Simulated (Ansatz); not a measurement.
Start from InSb in the zinc blende structure (space group F-43m, No. 216; a = 6.635 Å).

One thing is altered: P takes the place of Sb on all its sites; the structure is relaxed again.

Level of theory: PBE, PAW, 420 eV (Ansatz, a program for electronic structure; no SOC), earlier PAW set.

Give the band edges at the high-symmetry points of the new zone, measured from its valence-band maximum.


```csv
point,valence edge (eV),conduction edge (eV)
Γ,0.00,0.44
X,-2.16,1.85
U,-1.80,2.38
K,-1.80,2.38
L,-0.90,1.38
W,-2.69,4.17
```

The gap is 0.44 eV, direct at Γ.

Spin-orbit coupling, missing from the scalar runs, can matter with Sb. Stability against distortions was not tested. The final runs are not spin-polarised.
